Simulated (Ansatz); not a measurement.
Total g(r) from a molecular-dynamics run [in the run: mean pressure -0.8 GPa against a target of 0; under uneven stress (diagonal components 0.9 GPa apart); one k-point, which a denser mesh shifts by 0.2 GPa in pressure and 0.10 eV/Å in forces]. The numbers are results of PBE (plane waves, PAW; Ansatz, an electronic-structure program), not measurements.

(r (Å), g(r)): (1.02, 0.00); (1.14, 0.00); (1.26, 0.00); (1.38, 0.00); (1.50, 0.00); (1.62, 0.00); (1.74, 0.00); (1.86, 0.00); (1.98, 0.00); (2.10, 0.00); (2.22, 0.00); (2.34, 0.05); (2.46, 0.83); (2.58, 3.71); (2.70, 5.46); (2.82, 3.74); (2.94, 1.31); (3.06, 0.27); (3.18, 0.04); (3.30, 0.00); (3.42, 0.02); (3.54, 0.14); (3.66, 0.57); (3.78, 1.15); (3.90, 1.16); (4.02, 0.61)

### Question
Which system gave this curve?
(A) Ru (hcp), crystal, 1303 K
(B) SiO2 (α-quartz start), crystal, 585 K
(C) Si15As, liquid, 2207 K
(D) Li (bcc), crystal, 438 K

### Answer
A, Ru (hcp), crystal, 1303 K
